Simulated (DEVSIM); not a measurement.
System: Schottky contact on n-type InP, at 300 K.

| layer (left to right) | material | thickness (μm) | Nd (cm⁻³) | τn (s) | τp (s) |
|---|---|---|---|---|---|
| 1 | InP | 14.0 | 1.7e15 | 6.2e-8 | 6.2e-8 |

Left contact: Schottky, work function 5.33 eV, emission velocity 1.6e6 cm/s. Right contact: ohmic. Voltage is applied to the left contact. Recombination: SRH at mid-gap. Mobility is μmin + (μ − μmin)/(1 + (N/Nref)^α).

The device is made up for the run: typed textbook-type constants, with dimensions and the other settings drawn at random. Values at 300 K.

```csv
parameter,InP
gap (eV),1.344
affinity (eV),4.38
permittivity,12.5
Nc (cm⁻³),5.7e17
Nv (cm⁻³),1.1e19
μn (cm²/Vs),5200
μp (cm²/Vs),170
"μn,min",400
"μp,min",10
"Nref,n",3e17
"Nref,p",4.9e17
αn,0.47
αp,0.62
```

Model (solved in DEVSIM): 1D drift-diffusion, Boltzmann statistics, complete ionisation; no tunnelling, impact ionisation, image-force lowering or self-heating. Metal contacts follow the ideal Schottky-Mott rule: no Fermi-level pinning, no interface dipoles.

Task: Tabulate band edges, carrier densities and field at -5.0 V on the left contact.

Result: Energies count from the Fermi level of the right contact; mesh points crowd at the junctions.

```tsv
x (μm)	Ec (eV)	Ev (eV)	n (cm⁻³)	p (cm⁻³)	field (V/cm)
0.000	5.950	4.606	< 1e2	2.6e12	-53000
0.01516	5.870	4.526	< 1e2	1.2e11	-53000
0.03985	5.739	4.396	< 1e2	7.7e8	-52000
0.08442	5.509	4.165	< 1e2	100000	-51000
0.1839	5.011	3.667	< 1e2	1800	-49000
0.3148	4.394	3.050	< 1e2	1700	-46000
0.5281	3.478	2.134	< 1e2	1600	-40000
1.035	1.751	0.407	< 1e2	1200	-28000
1.772	0.366	-0.978	4.0e11	< 1e2	-9700
2.903	0.150	-1.194	1.7e15	< 1e2	≈ 0
4.745	0.150	-1.194	1.7e15	< 1e2	≈ 0
8.521	0.150	-1.194	1.7e15	< 1e2	≈ 0
10.65	0.150	-1.194	1.7e15	< 1e2	≈ 0
11.95	0.150	-1.194	1.7e15	< 1e2	≈ 0
12.99	0.150	-1.194	1.7e15	< 1e2	≈ 0
13.39	0.150	-1.194	1.7e15	< 1e2	≈ 0
13.63	0.150	-1.194	1.7e15	< 1e2	≈ 0
13.78	0.150	-1.194	1.7e15	< 1e2	≈ 0
13.90	0.150	-1.194	1.7e15	< 1e2	≈ 0
13.95	0.150	-1.194	1.7e15	< 1e2	≈ 0
13.98	0.150	-1.194	1.7e15	< 1e2	≈ 0
14.00	0.150	-1.194	1.7e15	< 1e2	≈ 0
```
